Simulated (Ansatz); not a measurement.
# GaN: response to strain

The parent structure is GaN in the zinc blende structure (space group F-43m, No. 216; a = 4.4981 Å). Axes: x, y, z lie along the cube axes.

Strains are applied to the cell and any free atomic positions relax; under biaxial strain the out-of-plane vector relaxes too.

Level of theory: Ansatz (a quantum-chemistry and plane-wave program), PBEsol, PAW, cutoff 420 eV, scalar-relativistic without spin-orbit coupling.

| biaxial strain, plane normal [111], relaxed out of plane (%) | out-of-plane strain (%) |
|---|---|
| -2.5 | 1.16 |
| -2.08 | ? |
| -1.67 | 0.77 |
| -1.25 | 0.57 |
| -0.83 | 0.38 |
| 0 | 0.00 |

Question: Fit ε⊥ = −νε + γε² (strains in %) to the rows shown and predict the withheld row.

Answer: Least squares on the printed values gives ν = 0.45 (the biaxial Poisson response) and γ = 0.005 (largest residual 0.00 %); this predicts 0.96 %, and the run gives 0.96 %, in agreement.

Whether these cells are dynamically stable was not tested. This is not the structure that GaN has at room temperature and ambient pressure.
